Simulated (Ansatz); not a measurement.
Consider Ta₂N in the anti-CdI2 type structure (space group P-3m1, No. 164; a = 3.065 Å, c = 4.891 Å; relaxed with 0.1 eV smearing). Axes: x lies along a and z along c of the hexagonal cell.

Computed with r2SCAN+rVV10 (Ansatz, a quantum-chemistry and plane-wave program; PAW; 500 eV plane waves; without spin-orbit coupling), earlier PAW set.

It is then changed as follows: the cell is compressed by 1.35 % along x with no lateral relaxation, atoms relaxed at fixed cell.

Q: Predict the stress tensor and what it implies for the stiffness.

A: Stress of the strained cell less that of the base (GPa, compression positive):
```
    6.6     0.0     0.0
    0.0     2.3    -0.8
    0.0    -0.8     3.4
```

Then −Δσ_ii/ε with ε = -0.0135 gives secant stiffness values (nonlinear terms included at this strain): C11 ≈ 488 GPa, C12 ≈ 173 GPa and C13 ≈ 255 GPa.

Whether these cells are dynamically stable was not tested. All final runs are without spin polarisation.
